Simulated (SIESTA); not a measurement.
A working SIESTA input for KRb2GaI6 (Fm-3m, 10 atoms in the cell) (DFT, LDA PW92, numerical atomic orbitals DZP, PseudoDojo LDA standard norm-conserving potentials (rewritten from UPF to PSML)):

```
# files in the folder: K.psml Rb.psml Ga.psml I.psml (PseudoDojo LDA standard)
SystemName  KRb2GaI6
SystemLabel krb2gai6

NumberOfAtoms                10
NumberOfSpecies              4
%block ChemicalSpeciesLabel
  1 19 K
  2 37 Rb
  3 31 Ga
  4 53 I
%endblock ChemicalSpeciesLabel
LatticeConstant              1.0 Ang
%block LatticeVectors
     0.000000000    6.183770000    6.183770000
     6.183770000    0.000000000    6.183770000
     6.183770000    6.183770000    0.000000000
%endblock LatticeVectors
AtomicCoordinatesFormat      Ang
%block AtomicCoordinatesAndAtomicSpecies
     6.183770000    6.183770000    6.183770000  1
     9.275655000    9.275655000    9.275655000  2
     3.091885000    3.091885000    3.091885000  2
     0.000000000    0.000000000    0.000000000  3
     2.812378596    6.183770000    6.183770000  4
     9.555161404    6.183770000    6.183770000  4
     6.183770000    2.812378596    6.183770000  4
     6.183770000    9.555161404    6.183770000  4
     6.183770000    6.183770000    2.812378596  4
     6.183770000    6.183770000    9.555161404  4
%endblock AtomicCoordinatesAndAtomicSpecies

XC.functional                LDA
XC.authors                   PW92
PAO.BasisSize                DZP
PAO.EnergyShift              0.005 Ry
MeshCutoff                   400 Ry
%block kgrid.MonkhorstPack
    3   0   0  0.5
    0   3   0  0.5
    0   0   3  0.5
%endblock kgrid.MonkhorstPack
OccupationFunction           FD
ElectronicTemperature        10 K

MaxSCFIterations             150
SCF.Mixer.Method             Pulay
SCF.Mixer.Weight             0.25
SCF.Mixer.History            8
SCF.DM.Tolerance             1.0E-04
Diag.ParallelOverK           true
WriteForces                  true
```

The run converged in 9 iterations: free energy E − TS -6497.9514 eV; top of the valence band (on the code's own zero) -5.75 eV; gap on the k-point mesh 0.71 eV; pressure -1.55 GPa; largest force (vector length) 0.061 eV/Å. Each of these slips is then made, one at a time:

(1)
```diff
+Spin                         spin-orbit
+%block DM.InitSpin
+  1 0.00 0.00 0.00
+  2 0.00 0.00 0.00
+  3 0.00 0.00 0.00
+  4 0.00 0.00 0.00
+  5 0.00 0.00 0.00
+  6 0.00 0.00 0.00
+  7 0.00 0.00 0.00
+  8 0.00 0.00 0.00
+  9 0.00 0.00 0.00
+  10 0.00 0.00 0.00
+%endblock DM.InitSpin
```

(2)
```diff
-  1 19 K
+  1 20 K
```

### Question
How does each altered input end?

### Answer

(1) Spin-orbit coupling with scalar-relativistic potentials. The program stopped before any SCF iteration.

(2) An atomic number that does not match the species' potential. The program stopped before any SCF iteration.

The starting cell comes from a database of computed structures (which also holds hypothetical and non-ambient phases and stackings), without a prior relaxation at this level. Spin-orbit coupling is off. Values carry the incompleteness of an atom-centred basis. The basis of the alkali or alkaline-earth atoms may lack their empty d shell, which can raise the gap. The shifted mesh does not hold Γ, so a gap read on it misses any band edge there.

Left out of this page: 4 runs of the series outside the window shown, repeating another row's setting, or not comparable.
